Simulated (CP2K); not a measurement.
A working CP2K input for the (001) slab of NaF (cut from a parent of space group no. 225; 8 atoms in the cell) (DFT LDA (Pade form), GPW, DZVP-MOLOPT-SR-GTH basis, GTH-PADE potentials (GTH_POTENTIALS)):

```
&GLOBAL
  PROJECT calc
  RUN_TYPE ENERGY_FORCE
  PRINT_LEVEL LOW
&END GLOBAL
&FORCE_EVAL
  METHOD Quickstep
  STRESS_TENSOR ANALYTICAL
  &DFT
    BASIS_SET_FILE_NAME BASIS_MOLOPT
    POTENTIAL_FILE_NAME GTH_POTENTIALS
    &QS
      METHOD GPW
      EPS_DEFAULT 1E-11
    &END QS
    &MGRID
      CUTOFF 950
      REL_CUTOFF 40
      NGRIDS 5
    &END MGRID
    &SCF
      SCF_GUESS ATOMIC
      EPS_SCF 1E-6
      MAX_SCF 100
      ADDED_MOS 11
      &DIAGONALIZATION
        ALGORITHM STANDARD
      &END DIAGONALIZATION
      &MIXING
        METHOD BROYDEN_MIXING
        ALPHA 0.2
        NBUFFER 10
        BETA 1.5
      &END MIXING
      &SMEAR ON
        METHOD FERMI_DIRAC
        ELECTRONIC_TEMPERATURE [K] 580.23
      &END SMEAR
    &END SCF
    &KPOINTS
      SCHEME MONKHORST-PACK 6 6 1
      GAMMA_CENTERED T
    &END KPOINTS
    &XC
      &XC_FUNCTIONAL PADE
      &END XC_FUNCTIONAL
    &END XC
    &PRINT
      &MO
        EIGENVALUES T
        OCCUPATION_NUMBERS T
        NDIGITS 8
        FILENAME mo
        &EACH
          QS_SCF 0
        &END EACH
        ADD_LAST NUMERIC
      &END MO
      &MULLIKEN OFF
      &END MULLIKEN
    &END PRINT
  &END DFT
  &SUBSYS
    &CELL
      A 3.16938200 0.00000000 0.00000000
      B -3.16938200 3.16938200 0.00000000
      C 0.00000000 0.00000000 22.85770000
      PERIODIC XYZ
    &END CELL
    &COORD
      SCALED
      F        1.00000000     0.50000000     0.44999700
      F        0.00000000     0.00000000     0.34999100
      F        1.00000000     0.50000000     0.65000900
      F        0.00000000     0.00000000     0.55000300
      Na       0.00000000     0.00000000     0.44999700
      Na       1.00000000     0.50000000     0.34999100
      Na       0.00000000     0.00000000     0.65000900
      Na       1.00000000     0.50000000     0.55000300
    &END COORD
    &KIND F
      BASIS_SET DZVP-MOLOPT-SR-GTH-q7
      POTENTIAL GTH-PADE-q7
    &END KIND
    &KIND Na
      BASIS_SET DZVP-MOLOPT-SR-GTH-q9
      POTENTIAL GTH-PADE-q9
    &END KIND
  &END SUBSYS
  &PRINT
    &FORCES ON
    &END FORCES
    &STRESS_TENSOR ON
    &END STRESS_TENSOR
  &END PRINT
&END FORCE_EVAL
```

The run converged in 32 iterations: free energy E − TS -7842.0257 eV; top of the valence band (on the code's own zero) -4.08 eV; gap on the k-point mesh 6.03 eV; pressure averaged over the cell with its vacuum -0.74 GPa; largest force (vector length) 0.046 eV/Å. Each of these slips is then made, one at a time:

(1)
```diff
-      BASIS_SET DZVP-MOLOPT-SR-GTH-q7
+      BASIS_SET DZVP-MOLOPT-LR-SR-GTH-q7
```

(2)
```diff
-      CUTOFF 950
+      CUTOFF [eV] 950
```

Q: How does each altered input end?

A: 
(1) A basis or potential name that is not in the library file. The program stopped before any SCF iteration, with the message: The requested basis set <DZVP-MOLOPT-LR-SR-GTH-q7> for element <F> was not found in the basis set files <BASIS_MOLOPT> aobasis/basis_set_types.F:1523.

(2) An energy in the wrong unit. The run converged in 44 iterations without an error; against the sound input the free energy goes up by 242 eV/atom, the largest force goes from 0.046 to 43.56 eV/Å and the gap on the mesh goes from 6.026 to 1.793 eV.

The starting cell comes from a database of computed structures (which also holds hypothetical and non-ambient phases and stackings), without a prior relaxation at this level. The slab is cut from that crystal, and its faces are unrelaxed. Its lattice was rescaled in the plane by a random factor within 2.5 % of one. Spin polarisation is off, though cut faces can carry moments; a gap of a slab can lie between surface states. Values carry the incompleteness of an atom-centred basis.

Left out of this page: 3 runs of the series outside the window shown, repeating another row's setting, or not comparable.
